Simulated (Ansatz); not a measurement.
```
LiCl
1.0
    3.89453     0.00000     0.00000
   -1.94727     3.37276     0.00000
    0.00000     0.00000     6.22776
Li Cl
2 2
Direct
  0.66667   0.33333   0.87807
  0.33333   0.66667   0.37807
  0.66667   0.33333   0.49693
  0.33333   0.66667   0.99693
```

The cell is a database entry relaxed within its symmetry; it need not be the phase found at ambient conditions.

Q: Give the diagonal Born effective charges atom by atom and the electronic dielectric tensor from linear response, DFT at the r2SCAN level (Ansatz, an electronic-structure program).

A: 
```csv
atom,Z*xx,Z*yy,Z*zz
Li1,1.01,1.01,1.03
Li2,1.01,1.01,1.03
Cl3,-1.01,-1.01,-1.03
Cl4,-1.01,-1.01,-1.03
```

ε∞ diagonal: 2.38, 2.38, 2.41. The k mesh is 7×7×4. Away from Γ the polar cell without biaxial strain shows no imaginary mode on a 2×2×2 mesh.

The PAW data sets were generated under PBE and serve the other functionals too.
